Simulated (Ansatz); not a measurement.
A user runs Ansatz (a quantum-chemistry and plane-wave program) on RbSrF3 (Pnma, 20 atoms in the cell) and asks whether the run is sound. The aim is a self-consistent single point with DFT, PBE, plane waves, default PAW files.

Cell that was meant: a = 6.4717 Å, b = 9.1316 Å, c = 6.4501 Å, α = 90.00°, β = 90.00°, γ = 90.00°.

Part of the input:

Ansatz 0.2 input:
```yaml
    - { symbol: F, position_ang: [1.37200718, 0.33786946, 4.59894269] }
    - { symbol: F, position_ang: [1.86385882, 8.79373754, 1.37387769] }
    - { symbol: F, position_ang: [5.09972482, 4.90367296, 1.85118731] }
basis:
  ecutwfc: 30
kpoints:
  mp_grid: { grid: [3, 2, 3] }
hamiltonian:
```

Output (repeated stretches shortened):

```
   [... lines left out ...]
Bands: 100, of which v1, the nominal top of the filled ones, is band 80 counted from 1 (79 counted from 0)
Symmetry: 8 space group operations
Space group: Pnma (ITA 62), of the structure as read, at distance tolerance 7.3e-5 Å
k-points: 8 of 18
Initial density: superposition of atomic densities (neutral atoms: chi_scale 0, normalization atom), corrected by the library's trained network
Initial wavefunctions: pseudopotential atomic-orbital guess
Eigensolver: davidson
Functional: x = pbe(κ = 0.804, μ = 0.2195149727645171), c = pbe(β = 0.06672455060314922)
SCF iter   1: F=—  HF=-35060.245535 eV  |F-HF|=—  |Δ(HF+E_count)|=         —  Δρ=9.09e-1  dr2=3.16e3  ethr=1.77e-3  ⟨swp⟩=1.0  Hψ=1133  notcnv=0
all-band conjugate gradients solve this SCF's bands
preconditioner: auto → LDOS
SCF iter   2: F=—  HF=-32899.251334 eV  |F-HF|=—  |Δ(HF+E_count)|=    2.16e3  S|Δr|=    0.00e0  Δρ=1.33e-1  dr2=1.73e2  ethr=1.77e-3  ⟨swp⟩=4.6  Hψ=2247  notcnv=0  defer=72
   [... lines left out ...]
SCF iter  11: F=—  HF=-32781.620743 eV  |F-HF|=—  |Δ(HF+E_count)|=   1.56e-4  S|Δr|=    0.00e0  Δρ=1.25e-4  dr2=1.21e-4  ethr=7.66e-9  ⟨swp⟩=2.9  Hψ=1397  notcnv=0  defer=85
SCF iter  12: F=—  HF=-32781.620689 eV  |F-HF|=—  |Δ(HF+E_count)|=   5.40e-5  S|Δr|=    0.00e0  Δρ=4.80e-6  dr2=1.62e-7  ethr=7.66e-9  ⟨swp⟩=2.9  Hψ=1422  notcnv=0  defer=85
SCF iter  13: F=-32781.620689 eV  HF=-32781.620689 eV  |F-HF|=2.42e-8  |Δ(HF+E_count)|=   6.27e-8  S|Δr|=    0.00e0  Δρ=2.09e-6  dr2=3.48e-8  ethr=6.25e-11  ⟨swp⟩=11.9  Hψ=3167  notcnv=0
SCF 1 converged in 13 iterations: F = -32781.620689 eV  dr2 = 3.48e-8
Stability not checked (fill_not_monotonic)
Free energy (F): -32781.620689 eV
Internal energy: -32781.611287 eV  (E = F + TS)
E sigma→0 (E₀):  -32781.618338 eV
Entropy (-TS):   -0.009401 eV (-0.470 meV/atom)
Fermi energy:    17.561891 eV
--- Forces (eV/Å), atoms counted from 1 ---
  atom   1  Rb    -4.64190153     0.00000000     0.30106231
  atom   2  Rb    -4.64190153     0.00000000    -0.30106231
  atom   3  Rb     4.64190153     0.00000000    -0.30106231
   [... lines left out ...]
--- Stress (GPa, compression-positive) ---
     -791.293518       0.000000       0.000000
        0.000000    -782.970692       0.000000
        0.000000       0.000000    -788.231889
  P = ⅓ Tr σ = -787.4987 GPa (-7874.987 kbar)
  The stress holds no Pulay correction (an occupied level lies too near the plane-wave cutoff): it is that at fixed plane waves, as pw.x and ABINIT print it
```

### Question
Is anything amiss in this input, and did it matter?

### Answer
The run is not sound. The fault is this: a cutoff meant in Ry typed as a bare number, read as eV. A bare number is read in the key's own unit, and eV, Ry (13.6 eV) and Ha (27.2 eV) lie far apart, so the setting ends up far from the one that was meant. To fix it, convert the value to the unit that the key expects. The run converged in 13 iterations without an error; against the sound input the free energy rises by 210 eV/atom, the pressure goes from 5.62 to -787.5 GPa, the largest force goes from 0.294 to 6.470 eV/Å and no clean gap remains on the mesh (levels overlap or are partly filled), against 6.37 eV before.

An input that runs soundly differs in these lines (not the only fix; some lines may just follow from the change or write a value another way):
```diff
-basis:
-  ecutwfc: 30
```

With that input, the run converged in 7 iterations: free energy E − TS (on the zero of these files) -36980.6344 eV; top of the valence band (on the code's own zero) 2.22 eV; gap on the k-point mesh 6.37 eV; pressure 5.62 GPa; largest force (vector length) 0.294 eV/Å (DFT, PBE, plane waves, default PAW files).

On the sound input: the starting cell was generated: these elements placed on a structure prototype, without a prior relaxation; it need not be a known phase or ordering of this composition. Its lattice was rescaled by a random factor within 2.5 % of one. With a pressure of about 6 GPa the cell is away from its equilibrium volume at this level. Ansatz's pressure includes its estimate of the finite-basis (Pulay) stress.
